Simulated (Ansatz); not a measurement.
Defect migration in wurtzite ZnO: interstitial F, charge state -1. These are PBE, PAW (plane waves to 420 eV; Ansatz, a quantum-chemistry and plane-wave program) values and carry that method's errors.

Cell of 72 host sites held at the relaxed PBE lattice; one k-point at (0.125, 0.250, 0.250); Fermi-Dirac width 0.01 eV, spin-restricted; finite-size errors left in. No zero-point or tunnelling terms. The charge state is imposed; whether it is stable for some Fermi level was not computed. Sites that were not tried may lie lower. The start lies 0.12 eV above the lowest site run (PBE).

Barriers: single points on a 2×2×2 k-point mesh shifted by half a step along c at the bands' geometries.

The step: one F atom jumps by itself; the atom moves 2.51 Å along (0.00, 0.76, 0.00) of the unit cell; the moving atom starts with neighbours O at 2.48, 2 O at 2.52; Zn at 1.96, 2 Zn at 2.26, 2 Zn at 2.43 Å and ends with O at 2.48, 2 O at 2.52; Zn at 1.96, 2 Zn at 2.26, 2 Zn at 2.43 Å.

Question: What is the computed migration barrier of this step (PBE, PAW)?

Answer: 0.53 eV, the same both ways. At the saddle the moving atom has neighbours O at 2.36, O at 2.46; Zn at 1.90, Zn at 2.03 Å. The saddle point's order was not checked, and it lies on a symmetry element of the cell, where a band can be held.
